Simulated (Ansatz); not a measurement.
The reference is BaZrO₃ in the cubic perovskite structure (space group Pm-3m, No. 221; a = 4.181 Å). Axes: x, y, z lie along the cube axes.

Level of theory: DFT with PBEsol, PAW potentials and a 420 eV plane-wave cutoff in Ansatz (a first-principles code), scalar-relativistic without spin-orbit coupling.

For the base:

The pressure comes out as -0.01 GPa.

Now apply this change: the cell is compressed by 1.80 % along z with no lateral relaxation; the atoms relax in the strained cell.

### Question
How does this affect the energy relative to the base?

### Answer
The energy goes up by 5.0 meV/atom.

### Question
What does the calculation give for the pressure after the change?

### Answer
The pressure (mean of the normal stresses, compression positive) increases by 3.18 GPa, from -0.01 GPa to 3.17 GPa.

Stability against distortions was not tested.
